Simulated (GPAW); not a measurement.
Input and output of a self-consistent single point for SrC2 (R-3m, 3 atoms in the cell) (GPAW).

Method of the run: LDA (Perdew-Wang 92), GPAW PAW datasets LDA (gpaw-data 1.0.1) (plane waves; GPAW).

The change in words: lattice scaled by 0.98. Reference geometry:
```yaml
crystal:
  lattice:
    - [2.51733, 1.45338, 2.30666]
    - [-2.51733, 1.45338, 2.30666]
    - [0.00000, -2.90676, 2.30666]
  atoms:
    - { symbol: Sr, position: [0.00000, 0.00000, 0.00000] }
    - { symbol: C, position: [0.59155, 0.59155, 0.59155] }
    - { symbol: C, position: [0.40845, 0.40845, 0.40845] }
```

Reference input (self-consistent single point, DFT LDA (Perdew-Wang 92), plane waves, GPAW PAW datasets LDA (gpaw-data 1.0.1)): mode = pw; ecut = 950 eV; xc = LDA; kpts = 9 9 9; mesh shift (steps) = 0 0 0; occupations.name = fermi-dirac; occupations.width = 0 eV; nbands = -6; convergence.density = 1e-05 e/electron; convergence.energy = 1e-05 eV/electron; convergence.bands = -4; symmetry.symmorphic = false. This run's input differs from it in these lines:

```diff
@@ -5,8 +5,8 @@
 atoms = Atoms(['Sr', 'C', 'C'],
-              cell=[[2.517325, 1.453378, 2.306663],
-                    [-2.517325, 1.453378, 2.306663],
-                    [0.000000, -2.906757, 2.306663]],
+              cell=[[2.466978, 1.424310, 2.260530],
+                    [-2.466978, 1.424310, 2.260530],
+                    [0.000000, -2.848622, 2.260530]],
               positions=[[0.000000, 0.000000, 0.000000],
-                         [-0.000000, -0.000001, 4.093540],
-                         [0.000000, -0.000000, 2.826449]],
+                         [-0.000000, -0.000001, 4.011670],
+                         [0.000000, -0.000001, 2.769920]],
               pbc=True)
```

Output, abridged:

```
     iter     time        total  log10-change:
                         energy   eigst   dens
iter:   1 --:--:--   -24.166456   +0.63
iter:   2 --:--:--   -23.651264   -0.24  -0.92
iter:   3 --:--:--   -21.633499   +0.09  -0.97
iter:   4 --:--:--   -21.622565   -0.94  -1.40
iter:   5 --:--:--   -21.758907   -0.85  -1.41
iter:   6 --:--:--   -21.591340   -0.97  -1.51
iter:   7 --:--:--   -21.586041   -2.03  -2.19
iter:   8 --:--:--   -21.586227   -2.88  -2.41
iter:   9 --:--:--   -21.586285   -3.29  -3.07
iter:  10 --:--:--   -21.586141c  -3.87  -3.01
iter:  11 --:--:--   -21.586132c  -4.85  -3.49
iter:  12 --:--:--   -21.586131c  -5.48  -4.14
iter:  13 --:--:--   -21.586131c  -5.98  -4.31
iter:  14 --:--:--   -21.586131c  -6.20  -4.33
iter:  15 --:--:--   -21.586131c  -6.75  -4.36
iter:  16 --:--:--   -21.586131c  -7.40  -4.64
iter:  17 --:--:--   -21.586131c  -7.83c -4.97
iter:  18 --:--:--   -21.586131c  -8.43c -5.19c
Converged after 18 iterations.

Dipole moment: (0.000000, -0.000000, -0.000000) |e|*Ang

Energy contributions relative to reference atoms: (reference = -88434.340139)

Kinetic:        +20.188410
Potential:      -17.806659
External:        +0.000000
XC:             -23.731446
Entropy (-ST):   +0.000000
Local:           -0.236435
SIC:             +0.000000
--------------------------
Free energy:    -21.586131
Extrapolated:   -21.586131

Showing only first 2 kpts
 Kpt  Band  Eigenvalues  Occupancy
  0     7      3.89978    2.00000
  0     8      3.89978    2.00000
  0     9      6.35905    0.00000
  0    10      6.35905    0.00000

  1     7      3.76633    2.00000
  1     8      3.92194    2.00000
  1     9      6.72587    0.00000
  1    10      7.22041    0.00000

Fermi level: 5.58495

Gap: 1.548 eV
Transition (v -> c):
   [... lines left out ...]
Direct gap: 2.459 eV
Transition at: (s=0, k=0, n=8, [0.00, 0.00, 0.00])
Energy (eV): -21.586131

Forces in eV/Ang:
  0 Sr   -0.00000    0.00000    0.00000
  1 C     0.00000   -0.00000    1.24917
  2 C     0.00000    0.00000   -1.24917

Stress tensor:
     0.016030     0.000000    -0.000000
     0.000000     0.016030     0.000000
    -0.000000     0.000000    -0.030344
Stress (GPa, Voigt): [ 2.5683  2.5683 -4.8617  0.     -0.      0.    ]
```

The run converged in 18 iterations. GPAW prints stress with tension positive. Against the reference run the free energy drops by 17.4 meV/atom, the largest force goes from 0.491 to 1.249 eV/Å and the gap on the mesh goes from 1.669 to 1.548 eV.

At such cutoffs GPAW's stress carries a finite-basis (Pulay) error, which enters relaxed cells too; its log prints stress with tension positive.

The starting cell comes from a database of computed structures (which also holds hypothetical and non-ambient phases and stackings), without a prior relaxation at this level. For this run, on top of that: lattice scaled by 0.98. Forces in this geometry exceed 1 eV/Å.

Cost on one core of a shared machine: roughly 50 s.
